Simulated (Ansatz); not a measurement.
Consider La2O3 (space group P-3m1, No. 164).

```xyz
5
Lattice="3.9061 0.0000 0.0000 -1.9531 3.3828 0.0000 0.0000 0.0000 6.0400" Properties=species:S:1:pos:R:3 pbc="T T T"
La     0.0000     2.2552     1.4820
La     1.9531     1.1276     4.5580
O      0.0000     0.0000     0.0000
O      0.0000     2.2552     3.9019
O      1.9531     1.1276     2.1381
```

Cartesian axes are those of the cell as printed.

Method: PBEsol, PAW, 420 eV (Ansatz, a first-principles code; no SOC).

Now apply this change: the cell is stretched by 2.17 % along z with no lateral relaxation; the atoms relax in the strained cell.

Task: Predict the stress tensor and what it implies for the stiffness.

Result: Stress of the strained cell less that of the base (GPa, compression positive):
```
  -1.75    0.00    0.00
   0.00   -1.75    0.00
   0.00    0.00   -2.82
```

Then −Δσ_ii/ε with ε = 0.0217 gives secant stiffness values (nonlinear terms included at this strain): C33 ≈ 130 GPa, C13 ≈ 81 GPa and C23 ≈ 81 GPa.

Stability against distortions was not tested.
